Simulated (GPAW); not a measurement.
# Input and output of a self-consistent single point for SrAlSi (P-6m2, 3 atoms in the cell) (GPAW)

Computed with PBEsol, GPAW PAW datasets PBEsol (made by gpaw-setup) (plane waves; GPAW 25.7.0).

Input as run:

```python
from ase import Atoms
from ase.units import GPa
from gpaw import GPAW, PW

atoms = Atoms(['Sr', 'Al', 'Si'],
              cell=[[4.249780, 0.000000, 0.000000],
                    [-2.124890, 3.680417, 0.000000],
                    [0.000000, 0.000000, 4.779500]],
              positions=[[0.000000, 0.000000, 0.000000],
                         [2.124892, 1.226804, 2.389750],
                         [-0.000002, 2.453613, 2.389750]],
              pbc=True)

calc = GPAW(mode=PW(600),
            xc='PBEsol',
            kpts={'size': (6, 6, 5), 'gamma': True},
            occupations={'name': 'methfessel-paxton', 'width': 0.1, 'order': 0},
            nbands=-9,
            convergence={'density': 1e-05},
            symmetry={'symmorphic': False, 'tolerance': 0.0005},
            maxiter=100)

atoms.calc = calc

energy = atoms.get_potential_energy()
print('Energy (eV):', round(energy, 6))
forces = atoms.get_forces()
print('Forces (eV/Ang):')
print(forces.round(5))
stress = atoms.get_stress()
print('Stress (GPa, Voigt):', (stress / GPa).round(4))
```

The program printed (abridged):

```
Input parameters:
  convergence: {density: 1e-05}
  kpts: {gamma: True,
         size: (6, 6, 5)}
  maxiter: 100
  mode: {ecut: 600.0,
         name: pw}
  nbands: -9
  occupations: {name: methfessel-paxton,
                order: 0,
                width: 0.1}
  symmetry: {symmorphic: False,
             tolerance: 0.0005}
  xc: PBEsol

species:
  Sr:
    name: Strontium
    Z: 38.0
    valence: 10
    core: 28
    charge: 0.0
    file: Sr.PBEsol.gz

    # Using partial waves for Sr as LCAO basis

  Al:
    name: Aluminium
    Z: 13.0
    valence: 3
    core: 10
    charge: 0.0
    file: Al.PBEsol.gz

    # Using partial waves for Al as LCAO basis

  Si:
    name: Silicon
    Z: 14.0
    valence: 4
    core: 10
    charge: 0.0
    file: Si.PBEsol.gz

    # Using partial waves for Si as LCAO basis

Reference energy: -100906.410082  # eV

Spin-paired calculation

Convergence criteria:
 Maximum [total energy] change in last 3 cyles: 0.0005 eV / valence electron
 Maximum integral of absolute [dens]ity change: 1e-05 electrons / valence electron
 Maximum integral of absolute [eigenst]ate change: 4e-08 eV^2 / valence electron
 Maximum number of scf [iter]ations: 100

Symmetries present (total): 12
Symmetries with fractional translations: 0
180 k-points: 6 x 6 x 5 Monkhorst-Pack grid + [1/12,1/12,0.000000]
21 k-points in the irreducible part of the Brillouin zone
       k-points in crystal coordinates                weights
   0:     0.00000000    0.00000000    0.00000000          1/180
   1:     0.00000000    0.00000000    0.20000000          2/180
   2:     0.00000000    0.00000000    0.40000000          2/180
   [... 7 lines left out ...]
          ...
  20:     0.50000000    0.50000000    0.40000000          6/180

Wave functions: Plane wave expansion
  Cutoff energy: 600.000 eV
  Number of coefficients (min, max): 2472, 2527
  Pulay-stress correction: 0.000000 eV/Ang^3 (de/decut=0.000000)

Occupation numbers: Methfessel-Paxton:
  width: 0.1000  # eV
  order: 0

Eigensolver

Densities:
  Coarse grid: 25*25*27 grid
  Fine grid: 50*50*54 grid
  Total Charge: 0.000000

Density mixing:
  Method: separate
  Backend: pulay
  Linear mixing parameter: 0.05
  old densities: 5
  Damping of long wavelength oscillations: 50

Hamiltonian:
  XC and Coulomb potentials evaluated on a 50*50*54 grid
  External potential:
    NoExternalPotential

XC parameters: PBEsol with 2 nearest neighbor stencil

Number of atoms: 3
Number of atomic orbitals: 13
Number of bands in calculation: 17
Number of valence electrons: 17
Bands to converge: occupied

Density initialized from atomic densities
  13 bands from LCAO basis set
  4 bands from random numbers

Atomic positions and initial magnetic moments

Positions:
   0 Sr     0.000000    0.000000    0.000000    ( 0.0000,  0.0000,  0.0000)
   1 Al     2.124892    1.226804    2.389750    ( 0.0000,  0.0000,  0.0000)
   2 Si    -0.000002    2.453613    2.389750    ( 0.0000,  0.0000,  0.0000)

Unit cell:
           periodic     x           y           z      points  spacing
  1. axis:    yes    4.249780    0.000000    0.000000    25     0.1472
  2. axis:    yes   -2.124890    3.680417    0.000000    25     0.1472
  3. axis:    yes    0.000000    0.000000    4.779500    27     0.1770

  Lengths:   4.249780   4.249780   4.779500
  Angles:   90.000000  90.000000 120.000003

Effective grid spacing dv^(1/3) = 0.1642

     iter     time        total  log10-change:
                         energy   eigst   dens
iter:   1 --:--:--   -13.061215
iter:   2 --:--:--   -13.057664   -1.60  -1.10
iter:   3 --:--:--   -12.909462   -2.08  -1.14
iter:   4 --:--:--   -12.943274   -2.69  -1.42
iter:   5 --:--:--   -12.918108   -2.93  -1.56
iter:   6 --:--:--   -12.918391   -4.51  -2.32
iter:   7 --:--:--   -12.917466c  -4.36  -2.49
iter:   8 --:--:--   -12.917371c  -4.70  -2.79
iter:   9 --:--:--   -12.917287c  -5.48  -3.05
iter:  10 --:--:--   -12.917284c  -6.47  -3.33
iter:  11 --:--:--   -12.917285c  -8.05c -3.67
iter:  12 --:--:--   -12.917283c  -7.68c -3.71
iter:  13 --:--:--   -12.917285c  -8.17c -3.86
iter:  14 --:--:--   -12.917285c  -8.75c -3.93
iter:  15 --:--:--   -12.917284c  -8.15c -4.00
iter:  16 --:--:--   -12.917285c  -8.24c -4.13
iter:  17 --:--:--   -12.917284c  -8.63c -4.20
iter:  18 --:--:--   -12.917284c  -8.88c -4.30
iter:  19 --:--:--   -12.917283c  -8.32c -4.35
iter:  20 --:--:--   -12.917283c  -9.29c -4.54
iter:  21 --:--:--   -12.917283c -10.46c -4.54
iter:  22 --:--:--   -12.917283c  -8.81c -4.56
iter:  23 --:--:--   -12.917283c -10.48c -5.59c

Converged after 23 iterations.

Dipole moment: (0.277494, -0.160211, 0.000000) |e|*Ang

Energy contributions relative to reference atoms: (reference = -100906.410082)

Kinetic:        +12.848454
Potential:       -8.105698
External:        +0.000000
XC:             -17.375645
Entropy (-ST):   -0.014837
Local:           -0.276976
SIC:             +0.000000
--------------------------
Free energy:    -12.924702
Extrapolated:   -12.917283

Showing only first 2 kpts
 Kpt  Band  Eigenvalues  Occupancy
  0     6      4.33647    2.00000
  0     7      4.33651    2.00000
  0     8      5.20403    2.00000
  0     9      6.52829    0.00000

  1     6      4.44092    2.00000
  1     7      4.44097    2.00000
  1     8      6.44677    0.00000
  1     9      6.84602    0.00000

Fermi level: 5.54601

No gap
No difference between direct/indirect transitions
Energy (eV): -12.917283

Forces in eV/Ang:
  0 Sr   -0.00000    0.00000    0.00000
  1 Al    0.00000    0.00000    0.00000
  2 Si    0.00000    0.00000    0.00000

Stress tensor:
     0.003976    -0.000000     0.000000
     0.000000     0.003976     0.000000
     0.000000     0.000000     0.012772
Stress (GPa, Voigt): [ 0.637   0.637   2.0464  0.      0.     -0.    ]
```

The run converged in 23 iterations. GPAW prints stress with tension positive.

The starting cell comes from a database of computed structures (which also holds hypothetical and non-ambient phases and stackings), without a prior relaxation at this level.
